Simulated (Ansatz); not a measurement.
The parent structure is Hf in the hcp (Mg type) structure (space group P6_3/mmc, No. 194; a = 3.1581 Å, c = 5.0045 Å; relaxed with 0.1 eV smearing). Axes: x lies along a and z along c of the hexagonal cell.

Method: DFT with PBEsol, PAW potentials and a 420 eV plane-wave cutoff in Ansatz (a program for electronic structure), spin-orbit coupling left out.

Modification: the cell is scaled by 0.9850 in all directions; the atoms relax in the strained cell.

Task: Predict the stress tensor and what it implies for the stiffness.

Result: Stress of the strained cell less that of the base (GPa, compression positive):
```
    5.4     0.0     0.0
    0.0     5.4     0.0
    0.0     0.0     5.7
```

Then B = −ΔP/(ΔV/V₀) with ΔV/V₀ = -0.0443 gives secant stiffness values (nonlinear terms included at this strain): B (at held cell shape, above the free-shape value) ≈ 125 GPa.

As a check, the harmonic strain energy −½ V₀ Δσ:ε is 17 meV/atom; the computed energy rise is 16 meV/atom.

Whether these cells are dynamically stable was not tested. The final runs are not spin-polarised.
